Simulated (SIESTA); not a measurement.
Worked example: self-consistent single point of Ga2Pt (P1, 3 atoms in the cell) in SIESTA.

Method of the run: LDA PW92, numerical atomic orbitals DZP, PseudoDojo LDA standard norm-conserving potentials (rewritten from UPF to PSML) in SIESTA 5.4.2.

The change in words: lattice scaled by 0.98. Reference geometry:
```
CELL_PARAMETERS angstrom
      0.00000     2.96792     2.96792
      2.96792     0.00000     2.96792
      2.96792     2.96792     0.00000
ATOMIC_POSITIONS crystal
  Ga 0.74944 0.75120 0.74284
  Ga 0.22309 0.26757 0.25428
  Pt 0.02747 0.98123 0.00288
```

Reference input (self-consistent single point, DFT, LDA PW92, numerical atomic orbitals DZP, PseudoDojo LDA standard norm-conserving potentials (rewritten from UPF to PSML)): XC.functional = LDA; XC.authors = PW92; potentials = PseudoDojo LDA standard; PAO.BasisSize = DZP; PAO.EnergyShift = 0.005 Ry; MeshCutoff = 350 Ry; kgrid.MonkhorstPack = 6 6 6; OccupationFunction = FD; ElectronicTemperature = 1160.45 K; MaxSCFIterations = 150; SCF.Mixer.Method = Pulay; SCF.Mixer.Weight = 0.25. This run's input differs from it in these lines:

```diff
@@ -10,7 +10,7 @@
 %endblock ChemicalSpeciesLabel
-LatticeConstant              4.197273 Ang
+LatticeConstant              4.113328 Ang
 %block LatticeVectors
-     0.000000000    0.707106733    0.707106733
-     0.707106733    0.000000000    0.707106733
-     0.707106733    0.707106733    0.000000000
+     0.000000000    0.707106752    0.707106752
+     0.707106752    0.000000000    0.707106752
+     0.707106752    0.707106752    0.000000000
 %endblock LatticeVectors
@@ -18,4 +18,4 @@
 %block AtomicCoordinatesAndAtomicSpecies
-     1.056444330    1.055196286    1.061113355  1
-     0.369003649    0.337553663    0.346946868  1
+     1.056444357    1.055196313    1.061113383  1
+     0.369003658    0.337553671    0.346946877  1
     -0.011235219    0.021463518    0.006152536  2
```

The program printed (abridged):

```
        iscf     Eharris(eV)        E_KS(eV)     FreeEng(eV)     dDmax    Ef(eV) dHmax(eV)
   scf:    1    -7676.732218    -7705.750731    -7705.789138  1.200147 -3.472766 15.291509
   scf:    2    -7713.561152    -7711.845875    -7711.878268  0.423495 -4.267228  2.043497
   scf:    3    -7711.971045    -7711.910451    -7711.943568  0.110533 -4.321015  1.340399
   scf:    4    -7711.989999    -7711.956264    -7711.990586  0.180333 -4.412497  0.023858
   scf:    5    -7711.956101    -7711.956222    -7711.990611  0.008723 -4.409649  0.029987
   scf:    6    -7711.956325    -7711.956286    -7711.990657  0.003139 -4.409212  0.001562
   scf:    7    -7711.956276    -7711.956282    -7711.990657  0.000338 -4.409186  0.004223
   scf:    8    -7711.956274    -7711.956279    -7711.990657  0.000391 -4.408935  0.003762
   scf:    9    -7711.956282    -7711.956280    -7711.990658  0.000164 -4.409094  0.000362
   scf:   10    -7711.956280    -7711.956280    -7711.990658  0.000018 -4.409085  0.000011
SCF Convergence by DM+H criterion
max |DM_out - DM_in|         :     0.0000179258
max |H_out - H_in|      (eV) :     0.0000107579
SCF cycle converged after 10 iterations

Using DM_out to compute the final energy and forces

siesta: E_KS(eV) =            -7711.9563

siesta: E_KS - E_eggbox =     -7711.9563

siesta: Atomic forces (eV/Ang):
     1   -0.049417    0.555957    0.161626
     2   -0.674216    0.879923   -0.045288
     3    0.725430   -1.436794   -0.115568
   Tot    0.001797   -0.000914    0.000770
   Max    1.436794
   Res    0.680891    sqrt( Sum f_i^2 / 3N )
   Max    1.436794    constrained

Stress tensor Voigt[x,y,z,yz,xz,xy] (kbar):      -84.37      -73.41      -86.57       21.54      -11.31        5.06
(Free)E + p*V (eV/cell)    -7709.4890
Target enthalpy (eV/cell)    -7711.9907

   [... lines left out ...]
siesta: FreeEng =     -7711.990658
siesta: Cell volume =         49.211315 Ang**3
siesta:          81.44642635         50.28898753  kBar
   [... lines left out ...]
   3 17.901   1.904  -0.518   0.544   1.971   1.970   1.970   0.410   0.409
              0.410   1.777   1.776   1.912   1.773   1.909  -0.065  -0.065

             -0.062  -0.064  -0.060

mulliken: Qtot =       44.000

Mulliken Atomic Populations:
Atom #   charge [q] valence [e]  Species
     1    -0.046454   13.046454  Ga
     2    -0.052658   13.052658  Ga
     3     0.099112   17.900888  Pt
 Total     0.000000
```

The run converged in 10 iterations. Against the reference run the free energy rises by 18.6 meV/atom, the pressure goes from -1.64 to 8.14 GPa and the largest force goes from 1.201 to 1.614 eV/Å.

The starting cell comes from a database of computed structures (which also holds hypothetical and non-ambient phases and stackings), without a prior relaxation at this level. Its atoms were displaced at random from the sites of space group no. 225. For this run, on top of that: lattice scaled by 0.98. Spin polarisation is off. Values carry the incompleteness of an atom-centred basis. With a pressure of about 8 GPa the cell is away from its equilibrium volume at this level. Forces in this geometry exceed 1 eV/Å.

Cost on one core of a shared machine: roughly 50 s.
